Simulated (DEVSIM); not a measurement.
System: illuminated GaSb p-on-n cell, one wavelength, at 400 K.

Layer 1 from the left is GaSb, thickness (μm) 0.420, Na (cm⁻³) 8.3e17, τn (s) 2e-9, τp (s) 8.6e-10, absorption coefficient (cm⁻¹) 31000. Layer 2 from the left is GaSb, thickness (μm) 6.00, Nd (cm⁻³) 7.2e16, τn (s) 3.6e-8, τp (s) 3.6e-8, absorption coefficient (cm⁻¹) 31000.

Left contact: ohmic, minority electron recombination velocity 1e6 cm/s. Right contact: ohmic, minority hole recombination velocity 10000 cm/s. Voltage is applied to the left contact. Recombination: SRH at mid-gap, radiative, Auger. Light enters at the left, 5.4e16 photons cm⁻² s⁻¹, one pass, no reflection. Mobility is μmin + (μ − μmin)/(1 + (N/Nref)^α).

Constants are typed, rounded textbook-type inputs, not results; the design itself was drawn at random and stands for no fabricated device. Values at 300 K; Nc and Nv go as T^1.5, mobilities as T to minus their exponent, the gap by Varshni's rule with the affinity fixed.

GaSb: gap (eV) 0.726, affinity (eV) 4.06, permittivity 15.7, Nc (cm⁻³) 2.1e17, Nv (cm⁻³) 1.8e19, μn (cm²/Vs) 5000, μp (cm²/Vs) 850, μn,min 1000, μp,min 190, Nref,n 2.8e17, Nref,p 9e17, αn 1.05, αp 0.65, T exponent of μn 2, T exponent of μp 1.7, B (cm³/s) 1e-10, Cn (cm⁶/s) 5e-30, Cp (cm⁶/s) 5e-30, Varshni α (eV/K) 0.00042, Varshni β (K) 140.

DEVSIM, 1D drift-diffusion, Boltzmann statistics, complete ionisation; no tunnelling, impact ionisation, image-force lowering or self-heating.

Task: What does the simulation give for the largest field in the device at zero bias, the dark forward voltage at 1 A/cm², the dark forward voltage at 100 A/cm², the potential step across the device at zero bias?

Result: largest field in the device at zero bias 88000 V/cm; dark forward voltage at 1 A/cm² 0.200 V; dark forward voltage at 100 A/cm² 0.362 V; potential step across the device at zero bias 0.515 V.
